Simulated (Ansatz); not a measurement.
Data:

```
AsB
1.0
    3.40772     0.00000     0.00000
    0.00000     3.40772     0.00000
    1.70386     1.70386     2.40963
B As
1 1
Direct
  0.75000   0.25000   0.50000
  0.00000   0.00000   0.00000
```

Space group of this cell: F-43m, zinc blende. The cell is taken as given; by r2SCAN its mean pressure is -3.0 GPa.

These are r2SCAN (plane waves, PAW; Ansatz, a quantum-chemistry and plane-wave program) values and carry that method's errors.

The current runs along the normal of the first two printed vectors; no spin-orbit coupling. Scaled by the factor s: both lengths across the current (ions clamped). Meshes 12×12×12 and 10×10 across the current in all rows.

```csv
s,mean pressure (GPa),slowest mid-gap decay constant κ (1/Å)
0.98,2.7,?
1.00,-3.0,0.175
1.02,-7.7,0.156
```

Question: Take the slope of the slowest mid-gap decay constant κ against ln s from the two given rows, extrapolate to s = 0.98, and say what the run there gives.

Answer: Slope = (0.156 − 0.175) / ln 1.02 = -0.959 1/Å. The line gives 0.175 + (-0.959) × ln 0.98 = 0.194 1/Å. The run gives 0.160 1/Å, 0.034 1/Å under the line, 177 % of the predicted step.
